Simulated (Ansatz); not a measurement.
Base system: CrCuO₂ (space group R-3m, No. 166; a = 2.964 Å, c = 16.920 Å (hexagonal axes); ferromagnetic).

The values are results of PBEsol (Ansatz, a first-principles code), no spin-orbit coupling, not measurements.

Base values:

| Item | Result |
|---|---|
| Lattice parameter a | 2.964 Å |
| Largest site moment | 2.38 μB |

Modification: a hydrostatic pressure of 30 GPa.

Q: What happens to the lattice parameter a?

A: The lattice parameter a shrinks by 0.190 Å to 2.774 Å.

Q: Predict the new largest site moment.

A: The largest site moment falls by 0.14 μB to 2.24 μB.

Load acts through the strain it causes; cell and atoms are relaxed under it. No phonon test of stability was made. No other phases were tried under pressure. No Hubbard U is applied and the magnetic state is the run's own (CrCuO2 ferromagnetic); other magnetic orders, which need larger cells, were not tried and can change the gap.
